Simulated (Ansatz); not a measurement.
A user runs Ansatz (a program for electronic structure) on YTe (P6/mmm, 6 atoms in the cell) and asks whether the run is sound. The aim is a self-consistent single point with DFT, PBE, plane waves, default PAW files.

Input as run:

Ansatz 0.2 input:
```yaml
crystal:
  lattice:
    - [6.938029, 0.000000, 0.000000]
    - [-3.469015, 6.008509, 0.000000]
    - [0.000000, 0.000000, 5.598394]
  atoms:
    - { symbol: Y, position: [0.500000, 0.000000, 0.000000] }
    - { symbol: Y, position: [0.500000, 0.500000, 0.000000] }
    - { symbol: Y, position: [0.000000, 0.500000, 0.000000] }
    - { symbol: Te, position: [0.000000, 0.000000, 0.000000] }
    - { symbol: Te, position: [0.333333, 0.666667, 0.500000] }
    - { symbol: Te, position: [0.666667, 0.333333, 0.500000] }
basis:
  ecutwfc: 210.0
kpoints:
  mp_grid: { grid: [5, 5, 5] }
hamiltonian:
  xc: pbe
  pseudopotentials: { kind: paw }
scf:
  occupations: { method: gaussian, width: 0.2 }
output:
  forces: true
  eigenvalues: true
  stress: true
```

Output, abridged:

```
   [... lines left out ...]
WARN basis.ecutwfc = 210 eV is below the records' recommended cutoff, and the density's cutoff is lower with it unless basis.ecutrho_ratio is high enough to …
WARN ansatz: RAYON_NUM_THREADS=1 ignored (pool sized by the plan → 1); use --threads N
Pseudopotentials: kind: paw
Pseudopotential: Y, paw, valence charge 11
Pseudopotential: Te, paw, valence charge 16
Crystal: 6 atoms, lattice volume = 233.381 Å³
Basis set: ecut = 210 eV, 1663 PW (Γ), exchange–correlation on 72×72×54 points (8 copies of the dense FFT grid, shifted against one another)
Bands: 49, of which v1, the nominal top of the filled ones, is band 41 counted from 1 (40 counted from 0)
Symmetry: 24 space group operations
Space group: P6/mmm (ITA 191), of the structure as read, at distance tolerance 6.2e-5 Å
k-points: 15 of 125
Initial density: superposition of atomic densities (neutral atoms: chi_scale 0, normalization atom), corrected by the library's trained network
Initial wavefunctions: pseudopotential atomic-orbital guess
Eigensolver: davidson
Functional: x = pbe(κ = 0.804, μ = 0.2195149727645171), c = pbe(β = 0.06672455060314922)
SCF iter   1: F=—  HF=-32475.455808 eV  |F-HF|=—  |Δ(HF+E_count)|=         —  Δρ=2.63e-2  dr2=7.86e-1  ethr=1.77e-3  ⟨swp⟩=5.1  Hψ=2483  notcnv=0
all-band conjugate gradients solve this SCF's bands
preconditioner: auto → LDOS
SCF iter   2: F=—  HF=-32474.870249 eV  |F-HF|=—  |Δ(HF+E_count)|=   5.86e-1  Δρ=1.32e-2  dr2=6.84e-1  ethr=9.70e-4  ⟨swp⟩=2.0  Hψ=1526  notcnv=0  defer=19
   [... lines left out ...]
SCF iter   6: F=—  HF=-32474.505105 eV  |F-HF|=—  |Δ(HF+E_count)|=   2.49e-5  Δρ=6.24e-5  dr2=2.16e-5  ethr=1.33e-7  ⟨swp⟩=2.0  Hψ=1283  notcnv=0  defer=13
SCF iter   7: F=—  HF=-32474.505264 eV  |F-HF|=—  |Δ(HF+E_count)|=   1.59e-4  Δρ=1.74e-5  dr2=8.70e-7  ethr=2.67e-8  ⟨swp⟩=2.0  Hψ=1283  notcnv=0  defer=13
SCF iter   8: F=-32474.505265 eV  HF=-32474.505265 eV  |F-HF|=1.62e-8  |Δ(HF+E_count)|=   4.03e-7  Δρ=3.14e-6  dr2=1.62e-8  ethr=1.23e-10  ⟨swp⟩=10.4  Hψ=2814  notcnv=0
SCF 1 converged in 8 iterations: F = -32474.505265 eV  dr2 = 1.62e-8
Free energy (F): -32474.505265 eV
Internal energy: -32474.412060 eV  (E = F + TS)
E sigma→0 (E₀):  -32474.458663 eV
Entropy (-TS):   -0.093204 eV (-15.534 meV/atom)
Fermi energy:    7.273364 eV
--- Forces (eV/Å), atoms counted from 1 ---
  atom   1  Y     -0.00000000     0.00000000     0.00000000
   [... zero for the other atoms too ...]
--- Stress (GPa, compression-positive) ---
       -3.780036      -0.000000       0.000000
       -0.000000      -3.780036       0.000000
        0.000000       0.000000     -11.733558
  P = ⅓ Tr σ = -6.4312 GPa (-64.312 kbar)
  The stress holds the Pulay correction. Without it, at fixed plane waves, as pw.x and ABINIT print it: P = -71.4507 GPa
```

Task: Is anything amiss in this input, and did it matter?

Result: The run is not sound. The fault is a basis or grid far too coarse for these potentials. The error of an incomplete plane-wave basis or grid does not cancel at such settings. To fix it, restore the cutoff that the potentials need and check convergence. The run converged in 8 iterations without an error; against the sound input the free energy goes up by 2.71 eV/atom and the pressure goes from -6.18 to -6.43 GPa. At a fixed set of plane waves, without the program's Pulay estimate, the pressure is -71.45 GPa against -6.19 GPa.

An input that runs soundly differs in these lines (not the only fix; some lines may just follow from the change or write a value another way):
```diff
-  ecutwfc: 210.0
+  ecutwfc: 420.0
```

With that input, the run converged in 7 iterations: free energy E − TS (on the zero of these files) -32490.7580 eV; Fermi level (on the code's own zero) 7.26 eV; pressure -6.18 GPa (DFT, PBE, plane waves, default PAW files).

On the sound input: the starting cell was generated: these elements placed on a structure prototype, without a prior relaxation; it need not be a known phase or ordering of this composition. Its lattice was rescaled by a random factor within 2.5 % of one. Spin-orbit coupling is off. With a pressure of about -6 GPa the cell is away from its equilibrium volume at this level. Ansatz's pressure includes its estimate of the finite-basis (Pulay) stress.
